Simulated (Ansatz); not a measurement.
For ScPt3 (model structure, started from the D022 type, I4/mmm, No. 139, 4 atoms in the cell), PBE (plane waves, PAW; Ansatz, a first-principles code) gives:

| Item | Result |
|---|---|
| lattice constant a | 3.998 Å |
| lattice parameter c | 8.179 Å |

Q: What does r²SCAN (Ansatz, plane waves, PAW) give for the same quantities?

A: 
- lattice constant a: 3.965 Å (shrinks by 0.8 %)
- lattice parameter c: 8.145 Å (falls by 0.4 %)

Changes are worked out from the printed values.

Unless a cell is named, each level is at its own relaxed cell (PBE 16.34, r²SCAN 16.01 Å³/atom).

Levels without +SOC leave out spin–orbit coupling, which shifts energies and cells of such heavy elements.

The crystal itself was run without spin with PBE, r²SCAN; a magnetic state was not tried in these runs.

Ansatz's density-functional and Hartree–Fock values are scalar-relativistic unless marked +SOC, with PAW data made under PBE.

A model structure was made by putting elements into a prototype or built by hand; it is no filed structure, need not be a known phase, and can be a saddle point held by its symmetry.
